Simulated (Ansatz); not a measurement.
An Ansatz (a first-principles code) run: Ta with a change (uniaxial strain ε_zz = −1.50 %); PBEsol (Ansatz, PAW, without spin-orbit coupling).

Input:

Ansatz 0.2 input:
```yaml
crystal:
  lattice:
    - [-1.6411481124, 1.6411481124, 1.6165308907]
    - [1.6411481124, -1.6411481124, 1.6165308907]
    - [1.6411481124, 1.6411481124, -1.6165308907]
  atoms:
    - { symbol: Ta, position: [0, 0, 0] }
basis: { ecutwfc: 420, ecutrho_ratio: 4, xc_grid: 2, fft_grid_basis: typed }
kpoints: { mp_grid: { grid: [28, 28, 28] } }
hamiltonian:
  xc: pbesol
  dispersion: none
  pseudopotentials: { kind: paw }
scf: { occupations: { method: fermi_dirac, width: 0.1 }, convergence: { dr2_threshold: 0.0000000001 } }
relax: { f_tol: 0.005, max_steps: 50 }
output: { forces: true, stress: true }
checkpoint: { write: state.ck, write_every: 1000 }
```

Output (explanatory and most iteration lines left out):

```
Relaxation: its limit of steps is 50 (relax.max_steps)
Pseudopotential: Ta, paw, valence charge 13
Crystal: 1 atoms, lattice volume = 17.416 Å³
Basis set: ecut = 420 eV, 337 PW (Γ), exchange–correlation on 40×40×40 points (8 copies of the dense FFT grid, shifted against one another)
Bands: 11, of which v1, the nominal top of the filled ones, is band 7 counted from 1 (6 counted from 0)
Symmetry: 16 space group operations
Space group: I4/mmm (ITA 139), of the structure as read, at distance tolerance 2.6e-5 Å
k-points: 1639 of 21952
Functional: x = pbesol(κ = 0.804, μ = 0.12345679012345678), c = pbesol(β = 0.046)
SCF iter   1: F=—  HF=-9806.516887 eV  |F-HF|=—  |Δ(HF+E_count)|=         —  Δρ=2.26e-3  dr2=2.52e-4  ethr=1.77e-3  ⟨swp⟩=5.2  Hψ=101373  notcnv=0
SCF iter   2: F=—  HF=-9806.516629 eV  |F-HF|=—  |Δ(HF+E_count)|=   2.58e-4  Δρ=1.04e-3  dr2=4.61e-5  ethr=1.94e-6  ⟨swp⟩=2.2  Hψ=39343  notcnv=0
SCF 1 converged in 7 iterations: F = -9806.516666 eV  dr2 = 1.16e-11
relax step   1: F+E_penalty+E_count = -9806.51666569 eV  Δ(F+E_penalty+E_count) = +0.000e0 eV  max|allowed force component| = 0.000e0 eV/Å  Δτ_max = 0.0000 Å  (7 SCF iters, accepted)
SCF converged after 7 iterations
Free energy (F): -9806.516666 eV
Internal energy: -9806.474600 eV  (E = F + TS)
E sigma→0 (E₀):  -9806.495633 eV
Entropy (-TS):   -0.042066 eV (-42.066 meV/atom)
Fermi energy:    19.199632 eV
--- Forces (eV/Å), atoms counted from 1 ---
  atom   1  Ta     0.00000000     0.00000000    -0.00000000
--- Stress (GPa, compression-positive) ---
        2.627381       0.000000       0.000000
        0.000000       2.627381       0.000000
       -0.000000       0.000000       4.442796
  P = ⅓ Tr σ = 3.2325 GPa (32.325 kbar)
--- Relaxed structure (1 steps of the walk, 1 accepted, 0 SCFs on fresh bases) ---
  atoms:
    - { symbol: Ta, position: [0.0, 0.0, 0.0] }
```

Whether these cells are dynamically stable was not tested. The final runs are not spin-polarised. The cell was made from Ta in the bcc (W type) structure (space group Im-3m, No. 229) by this change: uniaxial strain ε_zz = −1.50 %.
